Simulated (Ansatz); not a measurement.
System: AlB2-type TiB₂. Method: r²SCAN+rVV10 in Ansatz (PAW).

From the output:

```
Crystal: 3 atoms, lattice volume = 25.441 Å³
Basis set: ecut = 560 eV, 763 PW (Γ), exchange–correlation on 72×72×75 points (27 copies of the dense FFT grid, shifted against one another)
Bands: 13, of which v1, the nominal top of the filled ones, is band 9 counted from 1 (8 counted from 0)
Symmetry: 24 space group operations
Space group: P6/mmm (ITA 191), of the structure as read, at distance tolerance 2.9e-5 Å
k-points: 610 of 10368
Functional: x = r2scan, c = r2scan + rvv10(b = 11.95, C = 0.0093); τ floored in thin density (d = 2e-4 eV/Å³)
SCF iter   1: F=—  HF=-2819.887755 eV  |F-HF|=—  |Δ(HF+E_count)|=         —  Δρ=1.45e-2  dr2=5.12e-2  dr2_τ=2.97e-1
SCF iter   2: F=—  HF=-2819.948749 eV  |F-HF|=—  |Δ(HF+E_count)|=   6.10e-2  Δρ=4.79e-3  dr2=3.44e-3  dr2_τ=6.87e-4
  ...
SCF iter   7: F=—  HF=-2819.949466 eV  |F-HF|=—  |Δ(HF+E_count)|=   1.61e-8  Δρ=3.69e-6  dr2=2.47e-9  dr2_τ=8.65e-11
SCF iter   8: F=-2819.949466 eV  HF=-2819.949466 eV  |F-HF|=7.19e-11  |Δ(HF+E_count)|=   1.10e-9  Δρ=8.14e-7  dr2=8.56e-11  dr2_τ=2.17e-12
SCF 1 converged in 8 iterations: F = -2819.949466 eV  dr2 = 8.56e-11
SCF converged after 8 iterations
Free energy (F): -2819.949466 eV
Internal energy: -2819.946438 eV  (E = F + TS)
E sigma→0 (E₀):  -2819.947952 eV
Fermi energy:    15.467478 eV
--- Forces (eV/Å), atoms counted from 1 ---
  atom   1  Ti    -0.00000000     0.00000000     0.00000000
  atom   2  B     -0.00000000    -0.00000000     0.00000000
  atom   3  B     -0.00000000     0.00000000     0.00000000
--- Stress (GPa, compression-positive) ---
       -0.004512      -0.000000       0.000000
        0.000000      -0.004512       0.000000
        0.000000       0.000000       0.005125
  P = ⅓ Tr σ = -0.0013 GPa (-0.013 kbar)
```

Question: Write an input file that could have produced this run (the log leaves some choices open).

Answer: Several could match; the one computed here: 
Ansatz 0.2 input:
```yaml
crystal:
  lattice:
    - [1.5112661009, -2.6175896706, 0.0]
    - [1.5112661009, 2.6175896706, 0.0]
    - [0.0, 0.0, 3.2155963321]
  atoms:
    - { symbol: Ti, position: [0.0, 0.0, 0.0] }
    - { symbol: B, position: [0.3333333333, 0.6666666667, 0.5] }
    - { symbol: B, position: [0.6666666667, 0.3333333333, 0.5] }
basis:
  ecutwfc: 560
  ecutrho_ratio: 4
  xc_grid: 3
kpoints:
  mp_grid: { grid: [24, 24, 18] }
hamiltonian:
  xc: r2scan
  dispersion: rvv10
  pseudopotentials: { kind: paw }
scf:
  occupations: { method: fermi_dirac, width: 0.05 }
  convergence: { dr2_threshold: 0.0000000003 }
output:
  forces: true
  stress: true
  eigenvalues: true
```

The PAW data were made under PBE.

Ansatz is a quantum-chemistry and plane-wave program.
